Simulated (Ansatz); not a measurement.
## Convergence study of the plane-wave cutoff for CuAgO2 (Cm, 4 atoms in the cell)

```
CELL_PARAMETERS angstrom
      3.29558    -1.41972     0.00000
      3.29558     1.41972     0.00000
     -2.38086     0.00000     5.55598
ATOMIC_POSITIONS crystal
  Cu 0.50325 0.50325 0.50900
  Ag 0.00000 0.00000 0.00000
  O  0.87545 0.87545 0.28377
  O  0.12455 0.12455 0.71623
```

Method: PBEsol, default PAW files made with PBE (plane waves; Ansatz, a program for electronic structure).

Base settings: basis.ecutwfc = 420 eV; kpoints.mp_grid.grid = 9 9 4; hamiltonian.xc = pbesol; hamiltonian.pseudopotentials = {kind: paw} (the program's default PAW files); scf.occupations.method = gaussian; scf.occupations.width = 0.1 eV.

The second cell is the first with its lattice scaled by 0.98.

The mesh stays at the base's, so the ladder's end is converged at best in this setting alone.

The first pressure column holds Ansatz's estimate of the finite-basis (Pulay) stress, which hides part of the cutoff error; the other is without it.

Only quantities that move along the ladder and can be compared are tabulated.

The count of work is k-points × plane waves × bands × iterations; it is no time. 

The starting cell comes from a database of computed structures (which also holds hypothetical and non-ambient phases and stackings), without a prior relaxation at this level. Its lattice was rescaled by up to half a per cent. One atom was moved a little off its site on purpose. Spin polarisation is off, so a magnetic state, if there is one, cannot be reached. In the base run, with a pressure of about -8 GPa the cell is away from its equilibrium volume at this level. In the base run, forces exceed 1 eV/Å. The run gives no clean gap (levels at the Fermi energy touch, overlap or are partly filled at this smearing), which alone does not show that the compound is a metal.

Steps (basis.ecutwfc): 145 eV; 170 eV; 190 eV; 210 eV; 230 eV; 250 eV; 295 eV; 335 eV; 380 eV; 420 eV; 460 eV; 505 eV; 565 eV; 630 eV; 735 eV; 840 eV; 1010 eV.

What is the coarsest basis.ecutwfc that holds the forces within 0.005 eV/Å of the last step, with all finer ones?

420 eV, at 0.26 of the last step's count of work; the step before is off by 0.008 eV/Å.

What is the coarsest basis.ecutwfc that holds the pressure without the Pulay estimate within 0.1 GPa of the last step, with all finer ones?

505 eV, at 0.36 of the last step's count of work; the step before is off by 0.12 GPa.

What is the coarsest basis.ecutwfc that holds the pressure within 0.1 GPa of the last step, with all finer ones?

380 eV, at 0.23 of the last step's count of work; the step before is off by 0.12 GPa.

| basis.ecutwfc | free energy less the last step's (meV/atom) | energy of the compressed cell less the first (meV/atom) | pressure (GPa) | pressure without the Pulay estimate (GPa) | largest difference of a force vector from the last step's (eV/Å) | count of work / last |
|---|---|---|---|---|---|---|
| 145 eV | 55924.72 | -20.44 | 0.82 | -2096.91 | 4.827 | 0.069 |
| 170 eV | 25317.95 | 113.22 | 14.81 | -1110.69 | 5.725 | 0.081 |
| 190 eV | 13295.35 | 115.20 | 14.39 | -659.67 | 4.375 | 0.088 |
| 210 eV | 6880.43 | 85.50 | 6.50 | -387.63 | 2.236 | 0.11 |
| 230 eV | 3569.54 | -16.73 | -7.66 | -228.94 | 0.727 | 0.12 |
| 250 eV | 1853.53 | -32.38 | -10.86 | -135.85 | 0.391 | 0.14 |
| 295 eV | 403.06 | -24.47 | -8.58 | -42.62 | 0.045 | 0.17 |
| 335 eV | 97.38 | -21.37 | -7.99 | -17.65 | 0.036 | 0.19 |
| 380 eV | 19.52 | -20.67 | -7.91 | -10.04 | 0.008 | 0.23 |
| 420 eV | 5.05 | -20.48 | -7.87 | -8.42 | 0.001 | 0.26 |
| 460 eV | 1.72 | -20.42 | -7.86 | -7.99 | 0.001 | 0.31 |
| 505 eV | 0.99 | -20.41 | -7.86 | -7.88 | 0.001 | 0.36 |
| 565 eV | 0.74 | -20.42 | -7.86 | -7.87 | 0.001 | 0.42 |
| 630 eV | 0.52 | -20.43 | -7.86 | -7.87 | 0.001 | 0.49 |
| 735 eV | 0.38 | -20.43 | -7.86 | -7.86 | 0.000 | 0.62 |
| 840 eV | 0.22 | -20.44 | -7.86 | -7.87 | 0.000 | 0.76 |
| 1010 eV | 0.00 | -20.45 | -7.86 | -7.87 | 0.000 | 1.0 |

The energy difference between the two cells stays within 1 meV/atom of the last step's from 335 eV on, the total only from 505 eV on: much of the error is common to both cells and cancels.

At the lowest cutoff the pressure without the Pulay estimate lies 2090 GPa under the last step's, the usual sign of Pulay stress in an incomplete plane-wave basis.

Keys are those of Ansatz 0.2.
